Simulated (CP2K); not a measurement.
CP2K run on LuCl₃ (P6_3/mmc, 8 atoms in the cell): self-consistent single point.

Level of theory: CP2K with LDA (Pade form), GPW, DZVP-MOLOPT-SR-GTH basis, GTH-PADE potentials (GTH_POTENTIALS).

The change in words: lattice scaled by 0.98. Reference geometry:
```
LuCl3
1.0
    9.50178     0.00000     0.00000
   -4.75089     8.22878     0.00000
    0.00000     0.00000     3.48646
Lu Cl
2 6
Direct
  0.66667   0.33333   0.25000
  0.33333   0.66667   0.75000
  0.78410   0.21590   0.75000
  0.21590   0.78410   0.25000
  0.56820   0.78410   0.25000
  0.43180   0.21590   0.75000
  0.78410   0.56820   0.75000
  0.21590   0.43180   0.25000
```

Reference input (self-consistent single point, DFT LDA (Pade form), GPW, DZVP-MOLOPT-SR-GTH basis, GTH-PADE potentials (GTH_POTENTIALS)): CUTOFF = 500 Ry; REL_CUTOFF = 50 Ry; KPOINTS/SCHEME = MONKHORST-PACK 2 2 5; GAMMA_CENTERED = T; XC_FUNCTIONAL = PADE; Lu/BASIS_SET = DZVP-MOLOPT-SR-GTH-q25; Lu/POTENTIAL = GTH-PADE-q25; Cl/BASIS_SET = DZVP-MOLOPT-SR-GTH-q7; Cl/POTENTIAL = GTH-PADE-q7; METHOD = GPW; EPS_DEFAULT = 1e-10; NGRIDS = 5. This run's input differs from it in these lines:

```diff
@@ -61,4 +61,4 @@
     &CELL
-      ABC 9.50177600 9.50177566 3.48646000
-      ALPHA_BETA_GAMMA 90.00000000 90.00000000 120.00000120
+      ABC 9.31174000 9.31173966 3.41673100
+      ALPHA_BETA_GAMMA 90.00000000 90.00000000 120.00000121
       PERIODIC XYZ
@@ -66,10 +66,10 @@
     &COORD
-      Lu       4.75089275     2.74292359     0.87161500
-      Lu      -0.00000475     5.48585541     2.61484500
-      Cl       6.42462584     1.77659339     2.61484500
-      Cl      -1.67373784     6.45218561     0.87161500
-      Cl       1.67373784     6.45218561     0.87161500
-      Cl       3.07715016     1.77659339     2.61484500
-      Cl       4.75088800     4.67559223     2.61484500
-      Cl       0.00000000     3.55318677     0.87161500
+      Lu       4.65587466     2.68806498     0.85418275
+      Lu      -0.00000466     5.37613802     2.56254825
+      Cl       6.29613300     1.74106143     2.56254825
+      Cl      -1.64026300     6.32314157     0.85418275
+      Cl       1.64026300     6.32314157     0.85418275
+      Cl       3.01560700     1.74106143     2.56254825
+      Cl       4.65587000     4.58208014     2.56254825
+      Cl       0.00000000     3.48212286     0.85418275
     &END COORD
```

Output (repeated stretches shortened):

```
 SCF WAVEFUNCTION OPTIMIZATION

  Step     Update method      Time    Convergence         Total energy    Change
     1 NoMix/Diag. 0.20E+00      -     2.27403064      -615.7186042884 -6.16E+02
     2 Broy./Diag. 0.20E+00      -     0.01218588      -615.3081949241  4.10E-01
     3 Broy./Diag. 0.20E+00      -     0.05698222      -615.1740441461  1.34E-01
     4 Broy./Diag. 0.20E+00      -     0.00860062      -615.2907028988 -1.17E-01
     5 Broy./Diag. 0.20E+00      -     0.00682313      -615.5294837473 -2.39E-01
     6 Broy./Diag. 0.20E+00      -     0.00216137      -615.6045722079 -7.51E-02
   [... 14 lines left out ...]
    21 Broy./Diag. 0.20E+00      -     0.00000228      -615.4677722004  5.78E-05
    22 Broy./Diag. 0.20E+00      -     0.00000102      -615.4677394625  3.27E-05
    23 Broy./Diag. 0.20E+00      -     0.00000109      -615.4677730465 -3.36E-05
    24 Broy./Diag. 0.20E+00      -     0.00000042      -615.4678029256 -2.99E-05
  *** SCF run converged in    24 steps ***

  Overlap energy of the core charge distribution:               0.00000000003210
  Self energy of the core charge distribution:               -911.77654987745052
  Core Hamiltonian energy:                                    244.44867835999978
  Hartree energy:                                             114.84465308142676
  Exchange-correlation energy:                                -62.98458448962922

  Total energy:                                              -615.46780292562119

 ENERGY| Total FORCE_EVAL ( QS ) energy [hartree]           -615.467781098722412

 FORCES| Atomic forces [hartree/bohr]
 FORCES|   Atom     x               y               z               |f|
 FORCES|      1  1.41187292E-07 -9.47057063E-08 -1.04924001E-04   1.04924139E-04
   [... lines left out ...]

 STRESS| Analytical stress tensor [bar]
 STRESS|                        x                   y                   z
 STRESS|      x        2.47404471729E+02  -1.35157680564E+00  -7.92008654959E-05
 STRESS|      y       -1.35157680564E+00   2.45844420753E+02   4.56954085802E-05
 STRESS|      z       -7.92008654959E-05   4.56954085802E-05  -2.17255272063E+03
 STRESS| 1/3 Trace                                            -5.59767942716E+02
```

The run converged in 24 iterations. Against the reference run the free energy drops by 16.6 meV/atom, the pressure goes from -2.46 to -0.06 GPa, the largest force goes from 0.382 to 0.187 eV/Å and the gap on the mesh goes from 3.377 to 3.361 eV.

The starting cell comes from a database of computed structures (which also holds hypothetical and non-ambient phases and stackings), without a prior relaxation at this level. Its lattice was rescaled by a random factor within 2.5 % of one. For this run, on top of that: lattice scaled by 0.98. Spin-orbit coupling is off. Values carry the incompleteness of an atom-centred basis.

Cost on one core of a shared machine: roughly 2 min.
